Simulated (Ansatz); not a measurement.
How far to go with the k-point mesh at a smearing width of 0.3 eV: LaZn (P4mm, 2 atoms in the cell)

```
LaZn
1.0
    3.76749     0.00000     0.00000
    0.00000     3.76749     0.00000
    0.00000     0.00000     3.76749
La Zn
1 1
Direct
  0.00000   0.00000   0.01327
  0.50000   0.50000   0.50000
```

Method: PBEsol, default PAW files made with PBE (plane waves; Ansatz, an electronic-structure program).

Base settings: basis.ecutwfc = 420 eV; kpoints.mp_grid.grid = 9 9 9; hamiltonian.xc = pbesol; hamiltonian.pseudopotentials = {kind: paw} (the program's default PAW files); scf.occupations.method = gaussian; scf.occupations.width = 0.1 eV.

In this ladder: scf.occupations.width = 0.3 eV.

Only quantities that move along the ladder and can be compared are tabulated.

The count of work is k-points × plane waves × bands × iterations; it is no time. 

The starting cell comes from a database of computed structures (which also holds hypothetical and non-ambient phases and stackings), without a prior relaxation at this level. Its lattice was rescaled by up to half a per cent. One atom was moved a little off its site on purpose. Ansatz's pressure includes its estimate of the finite-basis (Pulay) stress.

| kpoints.mp_grid.grid | free energy less the last step's (meV/atom) | pressure (GPa) | count of work / last |
|---|---|---|---|
| 3 3 3 | -154.63 | -5.45 | 0.0096 |
| 4 4 4 | -29.76 | -3.88 | 0.029 |
| 5 5 5 | -5.48 | -3.20 | 0.025 |
| 6 6 6 | -1.53 | -2.78 | 0.055 |
| 7 7 7 | 0.31 | -2.64 | 0.055 |
| 8 8 8 | 3.13 | -2.65 | 0.10 |
| 10 10 10 | 0.16 | -2.74 | 0.17 |
| 12 12 12 | -0.27 | -2.77 | 0.27 |
| 14 14 14 | -0.05 | -2.76 | 0.40 |
| 17 17 17 | 0.03 | -2.76 | 0.56 |
| 21 21 21 | 0.00 | -2.76 | 1.0 |

Coarsest kpoints.mp_grid.grid that holds the pressure within 0.1 GPa of the last step, with all finer ones: 10 10 10, at 0.17 of the last step's count of work; the step before is off by 0.11 GPa.

Coarsest kpoints.mp_grid.grid that holds the free energy within 1 meV/atom of the last step, with all finer ones: 10 10 10, at 0.17 of the last step's count of work; the step before is off by 3.1 meV/atom.

Keys are those of Ansatz 0.2.
